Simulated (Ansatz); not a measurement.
Rock-salt NaH was calculated with HSE06 (plane waves, PAW; Ansatz, a quantum-chemistry and plane-wave program).

Settings: plane-wave cutoff 460 eV, 10×10×10 k mesh, Fermi–Dirac smearing 0.01 eV, scalar-relativistic PAW data made under PBE.

Energies at three volumes about the minimum:

```tsv
V (Å³/atom)	E − E_lowest (meV/atom)
13.521	0.67
13.823	0.00
14.215	0.62
```

Problem. Fit a parabola by hand: where is the minimum, what lattice constant follows, and what is the bulk modulus?

Solution. Slopes: (0.00 − 0.67)/(13.823 − 13.521) = -2.219 and (0.62 − 0.00)/(14.215 − 13.823) = 1.582 meV/Å³. Curvature E″ = 2 × (1.582 − (-2.219))/(14.215 − 13.521) = 10.954 meV/Å⁶. From the middle of the first interval, the slope vanishes at V0 = 13.6720 − (-2.219)/10.954 = 13.875 Å³/atom. B = V0 E″ = 13.875 × 10.954 meV/Å³ × 0.1602 GPa per meV/Å³ = 24.4 GPa. With 8 atoms in the cube, a = (8 × 13.875)^(1/3) = 4.806 Å. The full Birch–Murnaghan fit to all volumes gives V0 = 13.868 Å³/atom and B0 = 24.1 GPa.

Measured, for comparison: bulk modulus 19.4 ± 2 GPa (room temperature, not corrected to a static lattice; as tabulated in High-pressure studies of NaH to 54 GPa); lattice constant a 4.872 Å (room temperature, not corrected to a static lattice, sources range from 4.872 to 4.880; as tabulated in Thermodynamic Modeling of Hydrogen Storage Capacity in Mg-Na Alloys). Computed less measured: bulk modulus +24 % (against room or unstated temperature, where such soft solids are markedly softer).
